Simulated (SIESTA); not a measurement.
A self-consistent single point of Na2AlGe2 (P1, 5 atoms in the cell) with SIESTA.

Level of theory: SIESTA with GGA PBEsol, numerical atomic orbitals DZP, PseudoDojo PBEsol standard norm-conserving potentials (rewritten from UPF to PSML).

The change in words: atoms moved at random. Reference geometry:
```
CELL_PARAMETERS angstrom
      2.93429     0.00000     0.00000
      0.00000     2.93429     0.00000
      0.00000     0.00000    14.29703
ATOMIC_POSITIONS crystal
  Na 0.50000 0.50000 0.61045
  Na 0.50000 0.50000 0.38955
  Al 0.50000 0.50000 0.00000
  Ge 0.50000 0.50000 0.18303
  Ge 0.50000 0.50000 0.81697
```

Reference input (self-consistent single point, DFT, GGA PBEsol, numerical atomic orbitals DZP, PseudoDojo PBEsol standard norm-conserving potentials (rewritten from UPF to PSML)): XC.functional = GGA; XC.authors = PBEsol; potentials = PseudoDojo PBEsol standard; PAO.BasisSize = DZP; PAO.EnergyShift = 0.01 Ry; MeshCutoff = 400 Ry; kgrid.MonkhorstPack = 8 8 2; OccupationFunction = MP; OccupationMPOrder = 0; ElectronicTemperature = 0.05 eV; MaxSCFIterations = 150; SCF.Mixer.Method = Pulay. This run's input differs from it in these lines:

```diff
@@ -19,7 +19,7 @@
 %block AtomicCoordinatesAndAtomicSpecies
-     1.467145500    1.467145500    8.727620132  1
-     1.467145500    1.467145500    5.569406868  1
-     1.467145500    1.467145500    0.000000000  2
-     1.467145500    1.467145500    2.616784852  3
-     1.467145500    1.467145500   11.680242148  3
+     1.538407691    1.436373590    8.744876644  1
+     1.427758512    1.461916593    5.556739702  1
+     1.441329608    1.478882664    0.009907840  2
+     1.499126338    1.507327681    2.693145273  3
+     1.429105351    1.451226971   11.589398839  3
 %endblock AtomicCoordinatesAndAtomicSpecies
```

Output (repeated stretches shortened):

```
        iscf     Eharris(eV)        E_KS(eV)     FreeEng(eV)     dDmax    Ef(eV) dHmax(eV)
   scf:    1    -7389.075020    -7394.098920    -7394.101105  1.267706 -3.914573  8.387278
   scf:    2    -7361.086556    -7386.470865    -7386.477947  0.119313 -3.662819 17.340770
   scf:    3    -7396.475382    -7395.857120    -7395.861031  0.054951 -3.811699  2.161562
   scf:    4    -7395.911804    -7395.893129    -7395.897067  0.025473 -3.836053  1.736765
   scf:    5    -7395.881149    -7395.904924    -7395.909106  0.041184 -3.877545  1.132843
   [... 5 lines left out ...]
   scf:   11    -7395.930662    -7395.930663    -7395.934776  0.000066 -3.901690  0.000336
   scf:   12    -7395.930663    -7395.930663    -7395.934776  0.000011 -3.901701  0.000189
   scf:   13    -7395.930663    -7395.930663    -7395.934776  0.000012 -3.901712  0.000236
   scf:   14    -7395.930663    -7395.930663    -7395.934776  0.000003 -3.901722  0.000197
SCF Convergence by DM+H criterion
max |DM_out - DM_in|         :     0.0000029038
max |H_out - H_in|      (eV) :     0.0001973332
SCF cycle converged after 14 iterations

Using DM_out to compute the final energy and forces

siesta: E_KS(eV) =            -7395.9307

siesta: E_KS - E_eggbox =     -7395.9307

siesta: Atomic forces (eV/Ang):
     1    0.055609    0.005318   -0.124743
     2   -0.030772   -0.007666    0.086740
     3   -0.001342   -0.000884   -0.065684
     4    0.013749    0.008515   -0.447246
     5   -0.026562    0.012320    0.550226
   Tot    0.010683    0.017603   -0.000706
   Max    0.550226
   Res    0.188931    sqrt( Sum f_i^2 / 3N )
   Max    0.550226    constrained

Stress tensor Voigt[x,y,z,yz,xz,xy] (kbar):       21.33       21.48       24.88        0.86        2.52       -0.03
   [... lines left out ...]
siesta: FreeEng =     -7395.934776
   [... lines left out ...]
siesta:     0.013315   -0.000020    0.001576
siesta:    -0.000020    0.013405    0.000537
siesta:     0.001576    0.000537    0.015529

siesta: Cell volume =        123.098313 Ang**3

siesta: Pressure (static):
siesta:                Solid            Molecule  Units
siesta:          -0.00015338         -0.00028827  Ry/Bohr**3
siesta:          -0.01408302         -0.02646738  eV/Ang**3
siesta:         -22.56348376        -42.40542115  kBar
```

The run converged in 14 iterations. Against the reference run the free energy goes up by 11.1 meV/atom, the pressure goes from -1.86 to -2.26 GPa and the largest force goes from 0.156 to 0.551 eV/Å.

The starting cell comes from a database of computed structures (which also holds hypothetical and non-ambient phases and stackings), without a prior relaxation at this level. Its lattice was rescaled by a random factor within 2.5 % of one. For this run, on top of that: atoms moved at random. Values carry the incompleteness of an atom-centred basis.

Cost on one core of a shared machine: roughly 50 s.
